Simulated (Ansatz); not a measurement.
TiTe2 (model structure, started from the rutile type, P4₂/mnm, No. 136, 6 atoms in the cell), treated with LDA (Ansatz, a first-principles code, plane waves, PAW).

Numerical settings: plane-wave cutoff 520 eV, 10×10×14 k mesh (along the axes of the cell as run), Fermi–Dirac smearing 0.05 eV, no spin polarisation, scalar-relativistic PAW data made under PBE.

Cell (relaxed at this level):

```
CELL_PARAMETERS angstrom
      6.62793     0.00000     0.00000
      0.00000     6.62793     0.00000
      0.00000     0.00000     3.60488
ATOMIC_POSITIONS crystal
  Ti 0.00000 0.00000 0.00000
  Ti 0.50000 0.50000 0.50000
  Te 0.29299 0.29299 0.00000
  Te 0.79299 0.20701 0.50000
  Te 0.20701 0.79299 0.50000
  Te 0.70701 0.70701 0.00000
```

Question: Predict the bulk modulus.

Answer: 
- bulk modulus: 64.4 GPa

Note: the bulk modulus is −V dP/dV from two relaxed cells at ±2 % in volume; the relaxation could raise the start's symmetry but not lower it, so the cell can be a saddle point.

Spin–orbit coupling is not included; it can open a gap where bands touch, and shift volumes and moduli.

The computed numbers hold no vibrational or temperature effects.

The result took around 8 core-minutes (rough).

A model structure was made by putting elements into a prototype or built by hand; it is no filed structure, need not be a known phase, and can be a saddle point held by its symmetry.
